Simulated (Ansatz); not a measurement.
## Response to strain in GaN

Take GaN in the wurtzite structure (space group P6_3mc, No. 186; a = 3.183 Å, c = 5.184 Å) as the base. Axes: x lies along a and z along c of the hexagonal cell.

Strains are applied to the cell and any free atomic positions relax; under biaxial strain the out-of-plane vector relaxes too; under stress the whole cell relaxes.

Level of theory: plane-wave PAW DFT at the r2SCAN level (Ansatz, a first-principles code, 500 eV), no SOC, earlier PAW set.

Candidates:
(a) isotropic strain +4.11 %
(b) isotropic strain +3.74 %
(c) isotropic strain +0.86 %
(d) uniaxial stress, 1 GPa compression along x
(e) biaxial strain +0.82 %, plane normal [001], relaxed out of plane

For the base:

The band gap is 2.35 eV.

Task: Order them by band gap, highest first.

Result: (d) uniaxial stress, 1 GPa compression along x (2.34 eV), (e) biaxial strain +0.82 %, plane normal [001], relaxed out of plane (2.27 eV), (c) isotropic strain +0.86 % (2.17 eV), (b) isotropic strain +3.74 % (1.59 eV), (a) isotropic strain +4.11 % (1.51 eV)

Beyond what the load breaks, stability against distortions was not tested.
